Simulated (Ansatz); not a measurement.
How far a parabola holds: energy against volume of fluorite CoSi₂

System: fluorite CoSi₂. Method: r²SCAN (Ansatz, a first-principles code, plane waves, PAW). Run with plane-wave cutoff 560 eV, 18×18×18 k mesh, Fermi–Dirac smearing 0.05 eV, no spin polarisation, scalar-relativistic PAW data made under PBE. The cell has no free parameter but its volume, all volumes share cutoff and mesh, and the runs aren't spin-polarised. Energies are free energies at the run's smearing, counted from the lowest row; static lattice.

| V (Å³/atom) | E (meV/atom) |
|---|---|
| 11.761 | ? |
| 12.012 | 13.24 |
| 12.262 | 3.19 |
| 12.512 | 0.00 |
| 12.762 | 2.96 |
| 13.013 | 11.44 |

Question: Using a parabola, estimate the missing E at V = 11.761 from the other rows, showing the fit.

Answer: With u = V - 12.5, the rows have u = -0.4880, -0.2380, 0.0120, 0.2620, 0.5130. Least squares gives E = 0.023 - 2.753·u + 49.271·u². Residuals (row less fit): 0.140, -0.279, 0.003, 0.276, -0.137; standard error 0.310 (degrees of freedom: 2). The fitted curve has its minimum at V = 12.5, where E = -0.02. Its curvature is d²E/dV² = 2 × 49.271 meV/Å⁶, so B = V0·d²E/dV² × 0.1602 = 198 GPa. At the withheld row, u = -0.7390, so E = 0.023 - 2.753 × (-0.7390) + 49.271 × (-0.7390)² = 28.965 meV/atom. The calculation gives 30.94 meV/atom, 1.975 meV/atom above the prediction (6.4 % of the range of E in the table). The row lies outside the fitted rows, so this is an extrapolation. From the scatter of the fitted rows alone, a prediction at this place has a standard error of 0.736 meV/atom, so the miss is 2.7 times that.

The residuals are curvature that a parabola lacks, not noise. A solid that stiffens under compression and softens on expansion lies above the parabola at the compressed end and under it at the expanded end, as this row does. A third-order Birch-Murnaghan fit to the whole scan has B0 = 197 GPa. Only scans are tabulated whose curvature falls smoothly with volume, and where the parabola meets the shown rows within 5 % of their range and misses the end by 0.1 meV or more.
